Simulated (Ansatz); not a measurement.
The reference is MoSe2 (space group P6_3/mmc, No. 194; a = 3.277 Å, c = 12.731 Å; layered, stacked along the Cartesian z axis).

All numbers come from plane-wave PAW DFT at the PBE-D3(BJ) level (Ansatz, a first-principles code, 420 eV), no spin-orbit coupling, earlier PAW set.

Carriers are added at fixed cell with a uniform background; the Fermi–Dirac width is that of 300 K.

One change was made to it. Results:

```csv
quantity,base,after
Fermi level relative to the doped band's edge (positive inside the band; to 0.05 eV),–,+0.60 eV
gap between the host's bands,0.74 eV,0.77 eV
gap character,"indirect, Γ → k = (0.188, 0.188, 0) in the run's primitive reciprocal basis","indirect, Γ → k = (0.188, 0.188, 0) in the run's primitive reciprocal basis"
```

Question: Name the change that was made.
A. electrons 2.0×10^21 cm⁻³
B. holes 5.0×10^21 cm⁻³
C. electrons 3.0×10^21 cm⁻³
D. electrons 5.0×10^21 cm⁻³

Answer: B, holes 5.0×10^21 cm⁻³. For comparison, the gap between the host's bands in the other runs: electrons 5.0×10^21 cm⁻³ gives 0.70 eV; electrons 3.0×10^21 cm⁻³ gives 0.72 eV; electrons 2.0×10^21 cm⁻³ gives 0.72 eV.

Carriers are added with a uniform compensating background; total energy and stress of such cells depend on the potential's zero and are not compared; many-body gap narrowing is missing at this level. Stability against distortions was not tested.
